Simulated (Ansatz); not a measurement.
An Ansatz (a quantum-chemistry and plane-wave program) input (PBE in Ansatz (plane waves to 420 eV, PAW, no SOC)):

Ansatz 0.2 input:
```yaml
crystal:
  lattice:
    - [0, 2.9430861157, 2.9430861157]
    - [2.9430861157, 0, 2.9430861157]
    - [2.9430861157, 2.9430861157, 0]
  atoms:
    - { symbol: Li, position: [0.25, 0.25, 0.25] }
    - { symbol: Li, position: [0.75, 0.75, 0.75] }
    - { symbol: Se, position: [0, 0, 0] }
basis: { ecutwfc: 420, ecutrho_ratio: 4, xc_grid: 2, fft_grid_basis: typed }
kpoints: { mp_grid: { grid: [10, 10, 10] } }
hamiltonian:
  xc: pbe
  dispersion: none
  pseudopotentials: { kind: paw }
scf: { occupations: { method: fermi_dirac, width: 0.05 }, convergence: { dr2_threshold: 0.0000000003 } }
relax: { f_tol: 0.005, max_steps: 50 }
output: { forces: true, stress: true }
checkpoint: { write: state.ck, write_every: 1000 }
```

Problem. Which symmetry and how many k-points will the program report, and about how many plane waves at Γ?

Solution. Space group Fm-3m (ITA 225) with 48 operations, k-points 47 of 1000, and 965 plane waves at Γ.

Problem. And the final pressure?

Solution. 2.30 GPa (compression positive).

The cells carry an imposed strain or load. No phonon test of stability was made. The cell was made from Li2Se in the anti-fluorite structure (space group Fm-3m, No. 225) by this change: isotropic strain −2.00 %.
